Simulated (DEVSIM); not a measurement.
Device: Cr/La2O3/p-InP capacitor, at 250 K.

| layer (left to right) | material | thickness (nm) | Na (cm⁻³) |
|---|---|---|---|
| 1 | La2O3 | 3.80 | - |
| 2 | InP | 1500 | 1.7e17 |

Metal gate on the left, work function 4.5 eV. Fixed charge at the semiconductor interface 7.3e11 cm⁻² (in units of +e); no interface traps.

Constants are typed, rounded textbook-type inputs, not results; the design itself was drawn at random and stands for no fabricated device. Values at 300 K; Nc and Nv go as T^1.5, mobilities as T to minus their exponent, the gap by Varshni's rule with the affinity fixed.

| parameter | La2O3 | InP |
|---|---|---|
| gap (eV) | 5.8 | 1.344 |
| affinity (eV) | 1.8 | 4.38 |
| permittivity | 27 | 12.5 |
| Nc (cm⁻³) | - | 5.7e17 |
| Nv (cm⁻³) | - | 1.1e19 |
| Varshni α (eV/K) | - | 0.000363 |
| Varshni β (K) | - | 162 |

Simulated with DEVSIM: 1D Poisson equation in equilibrium, Boltzmann statistics, complete ionisation; no quantum confinement or tunnelling. Metal contacts follow the ideal Schottky-Mott rule: no Fermi-level pinning, no interface dipoles.

The La2O3 thickness was swept, all else fixed.

| La2O3 thickness (μm) | flat-band voltage (V) | capacitance of the dielectric stack (μF/cm²) |
|---|---|---|
| 0.0015 | -1.16 | 15.9 |
| 0.0021 | -1.17 | 11.4 |
| 0.0027 | -1.17 | 8.85 |
| 0.0032 | -1.17 | 7.47 |
| 0.0038 | -1.17 | 6.29 |
| 0.0046 | -1.18 | 5.20 |

From the first row to the last the flat-band voltage goes from -1.16 to -1.18. From the first row to the last the capacitance of the dielectric stack goes from 15.9 to 5.20.
